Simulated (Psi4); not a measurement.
Psi4 1.11, BP86/def2-svp: Ti(OEt)(SH)3 (CC[O][Ti]([SH])([SH])[SH]), 15 atoms. The geometry is a generated start, not checked to be a minimum at this level.

- task: energy
- method: bp86
- basis: def2-svp
- memory: 3 GB
- maxiter: 100
- keys of the molecule block: symmetry c1
- scf_type: df (default)
- e_convergence: 1e-06 (default)
- d_convergence: 1e-06 (default)
- dft_radial_points: 75 (default)
- dft_spherical_points: 302 (default)
- basis functions: 167
- grid points: 319623

```xyz
15

Ti     0.1255     1.0201     0.7602
O      0.9609    -0.2857     0.1395
C      0.8820    -1.2189    -0.8817
C     -0.5743    -1.3566    -1.3410
H      1.5140    -0.8808    -1.7202
H      1.2655    -2.1868    -0.5183
H     -0.9587    -0.3716    -1.6400
H     -0.6410    -2.0373    -2.1869
H     -1.1853    -1.7523    -0.5247
S      1.5180     2.3687     2.0141
H      2.1232     1.3585     2.6533
S     -0.8151     2.4382    -0.7838
H     -0.8931     3.3984     0.1586
S     -1.5710     0.3662     2.1815
H     -1.7506    -0.8600     1.6892
```

Charge 0 and multiplicity 1 are set for this test and not shown to be the ground state.

With the defaults (diis_max_vecs = 10, diis = true, scf_initial_accelerator = adiis, damping_percentage = 0, guess = auto, which took SAD, diis_start = 1) it converges in 13 SCF iterations. One run each on 2 threads, with these changes:
- guess = gwh
- scf_initial_accelerator = none
- guess = sapgau
- diis_max_vecs = 3
- damping_percentage = 20
- guess = modhuckel
- diis = false, scf_initial_accelerator = none, damping_percentage = 60
- diis_max_vecs = 20
- diis_start = 4

Problem. Which of these changes keep the SCF from converging, or lead it to another solution?

Solution. No convergence: diis_max_vecs = 3; diis = false, scf_initial_accelerator = none, damping_percentage = 60 (the run ends without SCF convergence in 100 iterations). The rest reach the solution of the defaults.

| setting | SCF iterations | end |
|---|---|---|
| the defaults | 13 | same solution |
| scf_initial_accelerator = none | 13 | same solution |
| diis_max_vecs = 20 | 13 | same solution |
| guess = modhuckel | 16 | same solution |
| guess = sapgau | 17 | same solution |
| guess = gwh | 19 | same solution |
| diis_start = 4 | 23 | same solution |
| damping_percentage = 20 | 26 | same solution |
| diis_max_vecs = 3 | 100 | no convergence |
| diis = false, scf_initial_accelerator = none, damping_percentage = 60 | 100 | no convergence |

2 further runs of the study ended by our limits or in an error and are left out.
